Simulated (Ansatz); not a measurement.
The parent structure is TiTe₂ in the CdI2 type structure (space group P-3m1, No. 164; a = 3.619 Å, c = 6.226 Å; layered, stacked along the Cartesian z axis; relaxed with 0.1 eV smearing). Axes: x lies along a and z along c of the hexagonal cell.

Calculations: PBEsol-D3(BJ) (Ansatz, an electronic-structure program), scalar-relativistic without spin-orbit coupling, earlier PAW set.

For the base:

- Shortest interatomic distance = 2.712 Å
- Pressure = 0.0 GPa

Perturbation: biaxial strain −0.86 %, plane normal [001], relaxed out of plane (Cartesian); in-plane vectors clamped, the third vector and the atoms free.

Problem. Predict the new shortest interatomic distance, out-of-plane strain and pressure.

Solution. The shortest interatomic distance decreases by 0.0048 Å (2.712 Å → 2.708 Å); the out-of-plane strain is +0.60 %; the pressure (mean of the normal stresses, compression positive) goes from zero to 0.7 GPa.

No phonon test of stability was made. The final runs are not spin-polarised.
